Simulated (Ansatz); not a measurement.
LaZrNO₂ (Pnma, No. 62, 20 atoms in the cell; start mp-1222900), treated with HSE06 (Ansatz, a program for electronic structure, plane waves, PAW).

Numerical settings: plane-wave cutoff 460 eV, 4×2×4 k mesh (along the axes of the cell as run), Fermi–Dirac smearing 0.01 eV, scalar-relativistic PAW data made under PBE.

Cell (relaxed with PBEsol):

```
CELL_PARAMETERS angstrom
      5.72999     0.00000     0.00000
      0.00000     8.44266     0.00000
      0.00000     0.00000     5.70171
ATOMIC_POSITIONS crystal
  La 0.53179 0.25000 0.48884
  La 0.46821 0.75000 0.51116
  La 0.96821 0.75000 0.98884
  La 0.03179 0.25000 0.01116
  Zr 0.00000 0.00000 0.50000
  Zr 0.50000 0.00000 0.00000
  Zr 0.50000 0.50000 0.00000
  Zr 0.00000 0.50000 0.50000
  N  0.97388 0.25000 0.42644
  N  0.02612 0.75000 0.57356
  N  0.52612 0.75000 0.92644
  N  0.47388 0.25000 0.07356
  O  0.81962 0.03221 0.81980
  O  0.18038 0.96779 0.18020
  O  0.68038 0.96779 0.31980
  O  0.31962 0.03221 0.68020
  O  0.31962 0.46779 0.68020
  O  0.68038 0.53221 0.31980
  O  0.18038 0.53221 0.18020
  O  0.81962 0.46779 0.81980
```

Task: What does this level give for the band gap?

Result: 
- band gap = 2.82 eV (on the SCF k mesh)

Note: cell and atoms aren't relaxed at this level (largest force component 0.09 eV/Å, pressure 2.0 GPa).

Spin–orbit coupling is not included.

The result took very roughly 11 core-minutes.

A start named mp-… is a Materials Project structure, which need not be a measured phase.
